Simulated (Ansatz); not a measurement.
**Effect of tensor shear ε_xy = +1.71 % on Li**

Base system: Li in the bcc (W type) structure (space group Im-3m, No. 229; a = 3.434 Å; relaxed with 0.1 eV smearing). Axes: x, y, z lie along the cube axes.

Perturbation: a pure shear with ε_xy = ε_yx = 0.0171, atoms relaxed at fixed cell.

Computed with plane-wave PAW DFT at the PBEsol level (Ansatz, a program for electronic structure, 420 eV), without spin-orbit coupling. k-mesh 27×27×27 (Γ-centred); smearing 0.1 eV (Fermi–Dirac).

Volume per atom: 20.25 Å³ (base 20.25 Å³)
Space group: Fmmm (No. 69) (base Im-3m (No. 229))
Shortest interatomic distance: 2.940 Å (base 2.974 Å)
Energy relative to the base (free energy F): +0.8 meV/atom
Pressure (mean of the normal stresses, compression positive): 0.0 GPa (base 0.0 GPa)
Band gap: zero (base zero)
Stress (xx, yy, zz, yz, xz, xy; compression positive): (0.0, 0.0, 0.0, 0.0, 0.0, -0.4) GPa

Final structure:

```xyz
1
Lattice="-1.6878 1.6878 1.7171 1.6878 -1.6878 1.7171 1.7465 1.7465 -1.7171" Properties=species:S:1:pos:R:3 pbc="T T T"
Li     0.0000     0.0000     0.0000
```

The cells carry an imposed strain or load. Whether these cells are dynamically stable was not tested.
